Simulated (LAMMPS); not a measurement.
MD of Ta (bcc) at zero pressure over temperature, 250 atoms; each row names its start.

Computed with MD with a machine-learned potential, pair style snap, file Ta06A.snap; code LAMMPS.

```tsv
T (K), start	state	volume	enthalpy	first peak of g(r)	coordination number	D(Ta)
100, crystal	crystal; no diffusion seen in 9.0 ps	18.2379 ± 0.0002 Å³/atom	-11.8255 ± 0.0001 eV/atom	2.87 Å, height 12.5	14.0 (counted to 4.02 Å)	-
200, crystal	crystal; no diffusion seen in 9.0 ps	18.2571 ± 0.0002 Å³/atom	-11.7990 ± 0.0001 eV/atom	2.87 Å, height 9.1	14.0 (counted to 4.02 Å)	-
300, crystal	crystal; no diffusion seen in 9.0 ps	18.2777 ± 0.0004 Å³/atom	-11.7732 ± 0.0003 eV/atom	2.87 Å, height 7.5	14.0 (counted to 4.02 Å)	-
1970, crystal	crystal; no diffusion seen in 9.0 ps	18.712 ± 0.003 Å³/atom	-11.319 ± 0.003 eV/atom	2.90 Å, height 3.1	14.0 (counted to 4.02 Å)	-
2470, crystal	crystal; no diffusion seen in 9.0 ps	18.843 ± 0.005 Å³/atom	-11.174 ± 0.005 eV/atom	2.89 Å, height 2.8	14.0 (counted to 4.02 Å)	-
2960, crystal	crystal; no diffusion seen in 9.0 ps	19.009 ± 0.009 Å³/atom	-11.015 ± 0.005 eV/atom	2.92 Å, height 2.7	14.1 (counted to 4.06 Å)	-
3450, crystal	liquid	19.32 ± 0.06 Å³/atom	-10.77 ± 0.04 eV/atom	2.79 Å, height 2.4	13.5 (counted to 4.02 Å)	(4.2 ± 0.2) × 10^-5 cm²/s
3950, crystal	liquid	19.82 ± 0.02 Å³/atom	-10.492 ± 0.005 eV/atom	2.79 Å, height 2.3	13.7 (counted to 4.10 Å)	(6.2 ± 0.3) × 10^-5 cm²/s
2960, melt	liquid	19.298 ± 0.009 Å³/atom	-10.788 ± 0.005 eV/atom	2.81 Å, height 2.5	13.1 (counted to 3.94 Å)	(3.2 ± 0.2) × 10^-5 cm²/s
3290, melt	liquid	19.474 ± 0.010 Å³/atom	-10.676 ± 0.005 eV/atom	2.78 Å, height 2.4	13.2 (counted to 3.98 Å)	(3.9 ± 0.2) × 10^-5 cm²/s
3620, melt	liquid	19.664 ± 0.008 Å³/atom	-10.579 ± 0.005 eV/atom	2.80 Å, height 2.3	12.8 (counted to 3.94 Å)	(5.3 ± 0.3) × 10^-5 cm²/s
4110, melt	liquid	19.94 ± 0.02 Å³/atom	-10.438 ± 0.005 eV/atom	2.77 Å, height 2.2	13.1 (counted to 4.02 Å)	(6.08 ± 0.09) × 10^-5 cm²/s
4610, melt	liquid	20.28 ± 0.02 Å³/atom	-10.294 ± 0.005 eV/atom	2.82 Å, height 2.2	13.0 (counted to 4.02 Å)	(7.9 ± 0.2) × 10^-5 cm²/s
5260, melt	liquid	20.69 ± 0.02 Å³/atom	-10.114 ± 0.005 eV/atom	2.73 Å, height 2.1	13.5 (counted to 4.14 Å)	(1.01 ± 0.02) × 10^-4 cm²/s
```

Measured linear expansion coefficient: 6.300 1e-6/K at 293 K (Kaye and Laby Online (NPL), 2.3.5 Thermal expansion).

Measured melting point: 3290 K (Wikipedia, Melting points of the elements (data page)).

Caution (rows 2470, crystal; 2960, crystal; 3450, crystal; 3950, crystal; 2960, melt; 3290, melt; 3620, melt; 4110, melt; 4610, melt; 5260, melt): a run this short can hold a crystal over, or a liquid under, the potential's own melting point, which these runs don't give.

Caution (rows 3450, crystal; 4110, melt): enthalpy drifts during the constant-pressure average: a transition or slow ageing; fluctuation values are void.

Caution (row 2960, melt): this liquid lies under the measured melting point of 3290 K, so it is undercooled or the potential melts low.

From the crystal rows between 100 and 300 K, estimate the mean linear expansion coefficient and the heat capacity. The slope of ln V over three gives 3.6 × 10^-6 /K, and dH/dT = 3.0 kB/atom. Nuclei are classical here, so the heat capacity stays near 3 kB/atom, where a real crystal's falls off below its Debye temperature.

Fit an Arrhenius law to the diffusion of Ta in the liquid. ln D against 1/T from 2960 to 5260 K gives an activation energy of 0.67 eV and D0 = 0.00043 cm²/s.

States go by the mean squared displacement: a species diffuses where it passes 1.5 Å², still rises and gives D over 1e-6 cm²/s; a crystal has left its structure where atoms lie 0.35 Å off their sites on average or a cubic box changes its shape by 3 %, or the axial ratios of another lie 8 % off the starting cell's, which the potential's own relaxation can also do.

Errors of D are the spread over four groups of atoms in one short run; a floor of about 5 %, a picked value, is safer.

Errors shown are sampling errors alone.
